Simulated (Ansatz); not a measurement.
A self-consistent single point of the (110) slab of CaHN (cut from a parent of space group no. 107; 12 atoms in the cell) with Ansatz (a program for electronic structure).

Computed with LDA (PW92), default PAW files made with PBE (plane waves; Ansatz).

The change in words: vacuum of 8 angstrom (first run: 14 Å); efield.axis: default → 3; efield.dipole_correction: default → true. Reference geometry:
```xyz
12
Lattice="3.7681 0.0000 0.0000 -3.2836 3.7368 0.0000 0.0000 0.0000 21.4617" Properties=species:S:1:pos:R:3 pbc="T T T"
Ca     0.2645     3.5435     7.0000
Ca     1.9063     1.6751     9.4872
Ca     0.2645     3.5435    11.9745
Ca     1.9063     1.6751    14.4617
H      1.5312     1.3455     7.0000
H     -0.1106     3.2139     9.4872
H      1.5312     1.3455    11.9745
H     -0.1106     3.2139    14.4617
N     -1.4647     2.0240     7.0000
N      0.1771     0.1556     9.4872
N     -1.4647     2.0240    11.9745
N      0.1771     0.1556    14.4617
```

Reference input (self-consistent single point, DFT, LDA (PW92), plane waves, default PAW files made with PBE): basis.ecutwfc = 30.9 Ry; kpoints.mp_grid.grid = 8 8 1; hamiltonian.xc = lda; hamiltonian.pseudopotentials = {kind: paw} (the program's default PAW files); scf.occupations.method = fermi_dirac; scf.occupations.width = 0.0037 Ry. This run's input differs from it in these lines:

Ansatz 0.2 input:
```diff
@@ -5,16 +5,16 @@
     - [-3.28360000, 3.73678000, 0.00000000]
-    - [0.00000000, 0.00000000, 21.46171200]
+    - [0.00000000, 0.00000000, 15.46172200]
   atoms:
-    - { symbol: Ca, position: [0.89656000, 0.94828000, 0.32616200] }
-    - { symbol: Ca, position: [0.89656000, 0.44828000, 0.44205200] }
-    - { symbol: Ca, position: [0.89656000, 0.94828000, 0.55794800] }
-    - { symbol: Ca, position: [0.89656000, 0.44828000, 0.67383800] }
-    - { symbol: H, position: [0.72012000, 0.36006000, 0.32616200] }
-    - { symbol: H, position: [0.72012000, 0.86006000, 0.44205200] }
-    - { symbol: H, position: [0.72012000, 0.36006000, 0.55794800] }
-    - { symbol: H, position: [0.72012000, 0.86006000, 0.67383800] }
-    - { symbol: N, position: [0.08330000, 0.54165000, 0.32616200] }
-    - { symbol: N, position: [0.08330000, 0.04165000, 0.44205200] }
-    - { symbol: N, position: [0.08330000, 0.54165000, 0.55794800] }
-    - { symbol: N, position: [0.08330000, 0.04165000, 0.67383800] }
+    - { symbol: Ca, position: [0.89656000, 0.94828000, 0.25870300] }
+    - { symbol: Ca, position: [0.89656000, 0.44828000, 0.41956500] }
+    - { symbol: Ca, position: [0.89656000, 0.94828000, 0.58043500] }
+    - { symbol: Ca, position: [0.89656000, 0.44828000, 0.74129700] }
+    - { symbol: H, position: [0.72012000, 0.36006000, 0.25870300] }
+    - { symbol: H, position: [0.72012000, 0.86006000, 0.41956500] }
+    - { symbol: H, position: [0.72012000, 0.36006000, 0.58043500] }
+    - { symbol: H, position: [0.72012000, 0.86006000, 0.74129700] }
+    - { symbol: N, position: [0.08330000, 0.54165000, 0.25870300] }
+    - { symbol: N, position: [0.08330000, 0.04165000, 0.41956500] }
+    - { symbol: N, position: [0.08330000, 0.54165000, 0.58043500] }
+    - { symbol: N, position: [0.08330000, 0.04165000, 0.74129700] }
 basis:
@@ -26,2 +26,5 @@
   pseudopotentials: { kind: paw }
+efield:
+  axis: 3
+  dipole_correction: true
 scf:
@@ -31,3 +34,2 @@
   eigenvalues: true
-  stress: true
```

The program printed (abridged):

```
SCF iter   1: F=—  HF=-8657.331201 eV  |F-HF|=—  |Δ(HF+E_count)|=         —  Δρ=9.25e-3  dr2=2.24e-1  ethr=1.77e-3  p=0.000 e·Å  D=6.02e-14 V/Å  ΔV_dip=-0.00 eV  dr2_dipole=6.09e-7  V_vac-E_F(+/−)=3.14/3.16 eV  ⟨swp⟩=13.1  Hψ=5561  notcnv=0  defer=9
all-band conjugate gradients solve this SCF's bands
efield: sawtooth ramp at fractional position 0.9500 (placed from the atoms, in the widest stretch of the axis that holds none …
   [... lines left out ...]
WARN: efield: at this solve's end the planar-averaged density reaches 3.11e-3 e/Å³ inside the ramp window [0.8853, 0.1147] (bound 1e-5 e/Å³) …
SCF 1 converged in 8 iterations: F = -8657.272812 eV  dr2 = 1.30e-8
Free energy (F): -8657.272812 eV
Internal energy: -8657.272812 eV  (E = F + TS)
E sigma→0 (E₀):  -8657.272812 eV
Fermi energy:    3.733313 eV
Dipole field:    D = 0.000007 V/Å  (p = 0.000008 e·Å, saw-weighted, corrected)
Work function:   Φ+ = withheld (plateau slope 2.9e-1 eV/Å)   Φ− = withheld (plateau slope 2.0e-1 eV/Å)
Levels:          The Fermi level and band energies are counted from a zero that moves with the ramp; work functions are not
Vacuum region:   at the solve's end the planar-averaged density reaches 3.11e-3 e/Å³ inside the ramp window [0.8853, 0.1147] (bound 1e-5 e/Å³)
--- Forces (eV/Å), atoms counted from 1 ---
  atom   1  Ca    -0.36865595    -0.32394696     0.28762910
  atom   2  Ca    -0.09884381    -0.08685646    -0.05560345
   [... lines left out ...]
  atom   6  H     -0.33490021    -0.29428497     0.01970986
  atom   7  H     -0.33489222    -0.29427794    -0.01970857
  atom   8  H     -0.23961075    -0.21055180     0.21957969
  atom   9  N      0.68520174     0.60210345     0.46852678
  atom  10  N      0.35675691     0.31349098    -0.11985171
  atom  11  N      0.35674872     0.31348378     0.11984370
  atom  12  N      0.68524804     0.60214413    -0.46853636
```

The run converged in 8 iterations. Against the reference run the free energy hardly moves (within 1 meV/atom), the largest force stays at 1.026 eV/Å and the gap on the mesh goes from 2.050 to 1.961 eV.

The starting cell comes from a database of computed structures (which also holds hypothetical and non-ambient phases and stackings), without a prior relaxation at this level. The slab is cut from that crystal, and its faces are unrelaxed. Its lattice was rescaled by up to half a per cent. Spin polarisation is off, though cut faces can carry moments; a gap of a slab can lie between surface states. Forces in this geometry exceed 1 eV/Å.
